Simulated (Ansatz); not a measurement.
System: SnF4 (I4/mmm, No. 139). Method: HSE06 (Ansatz, a quantum-chemistry and plane-wave program, plane waves, PAW).

Numerical settings: plane-wave cutoff 460 eV, 8×8×8 k mesh, Fermi–Dirac smearing 0.01 eV, scalar-relativistic PAW data made under PBE.

Cell (relaxed with PBEsol):

Space group I4/mmm (No. 139); a = b = 4.105 Å, c = 8.183 Å, α = β = γ = 90.00°

```json
[
 {"atom": "Sn", "site": "2a", "symmetry": "4/mmm", "x": "0.0000", "y": "0.0000", "z": "0.0000"},
 {"atom": "F", "site": "4e", "symmetry": "4mm", "x": "0.0000", "y": "0.0000", "z": "0.2306"},
 {"atom": "F", "site": "4c", "symmetry": "mmm.", "x": "0.0000", "y": "0.5000", "z": "0.0000"}
]
```
(The calculation used a cell of 5 atoms; values per cell refer to that cell.)

Q: Predict the band gap and smallest direct gap on the k points sampled.

A: 
- band gap: 5.59 eV (on the SCF k mesh)
- smallest direct gap on the k points sampled: 5.82 eV

Note: cell and atoms aren't relaxed at this level (largest force component 0.32 eV/Å, pressure -1.5 GPa).

Spin–orbit coupling is not included.

Computed values are for the static lattice.

Cost on a shared machine: roughly 4 core-minutes.
